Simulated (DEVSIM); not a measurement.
Structure: Ge n-i-p diode, at 350 K.

Layer 1 from the left is Ge, thickness (μm) 0.460, Nd (cm⁻³) 9.5e17, τn (s) 1.9e-7, τp (s) 1.9e-7. Layer 2 from the left is Ge, thickness (μm) 3.70, Na (cm⁻³) 3e13, τn (s) 1.9e-7, τp (s) 1.9e-7. Layer 3 from the left is Ge, thickness (μm) 0.280, Na (cm⁻³) 3.5e18, τn (s) 5.7e-7, τp (s) 1.9e-7.

Left contact: ohmic. Right contact: ohmic. Voltage is applied to the left contact. Recombination: SRH at mid-gap, radiative, Auger. Mobility is constant in doping.

Constants are typed, rounded textbook-type inputs, not results; the design itself was drawn at random and stands for no fabricated device. Values at 300 K; Nc and Nv go as T^1.5, mobilities as T to minus their exponent, the gap by Varshni's rule with the affinity fixed.

Ge: gap (eV) 0.664, affinity (eV) 4, permittivity 16, Nc (cm⁻³) 1.04e19, Nv (cm⁻³) 6e18, μn (cm²/Vs) 3900, μp (cm²/Vs) 1900, T exponent of μn 1.66, T exponent of μp 2.33, B (cm³/s) 6.4e-14, Cn (cm⁶/s) 1e-31, Cp (cm⁶/s) 1e-31, Varshni α (eV/K) 0.000477, Varshni β (K) 235.

Simulated with DEVSIM: 1D drift-diffusion, Boltzmann statistics, complete ionisation; no tunnelling, impact ionisation, image-force lowering or self-heating.

Problem. What does the simulation give for the potential step across the device at zero bias, the dark forward voltage at 100 A/cm², the dark forward voltage at 1 A/cm²?

Solution. potential step across the device at zero bias 0.542 V; dark forward voltage at 100 A/cm² 0.267 V; dark forward voltage at 1 A/cm² 0.120 V.
